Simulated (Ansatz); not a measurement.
## HgS: response to strain

The reference is HgS in the zinc blende structure (space group F-43m, No. 216; a = 5.876 Å). Axes: x, y, z lie along the cube axes.

Strains are applied to the cell and any free atomic positions relax.

All numbers come from PBEsol, PAW, 420 eV (Ansatz, a first-principles code; spin-orbit coupling left out).

Candidates:
(a) isotropic strain −4.15 %
(b) uniaxial strain ε_zz = +2.71 %
(c) strain tensor (xx, yy, zz, yz, xz, xy) = (−0.08, +1.04, −0.10, +0.32, −0.42, +0.32) %

Notes on the quantities. energy relative to the base: free energy F.

Order them by energy relative to the base, highest first.

(a) isotropic strain −4.15 % (+87 meV/atom), (b) uniaxial strain ε_zz = +2.71 % (+4.0 meV/atom), (c) strain tensor (xx, yy, zz, yz, xz, xy) = (−0.08, +1.04, −0.10, +0.32, −0.42, +0.32) % (+0.8 meV/atom)

A case with no gap was solved on a k-mesh chosen for an insulator, which is coarse for it. Stability against distortions was not tested. All final runs are without spin polarisation.
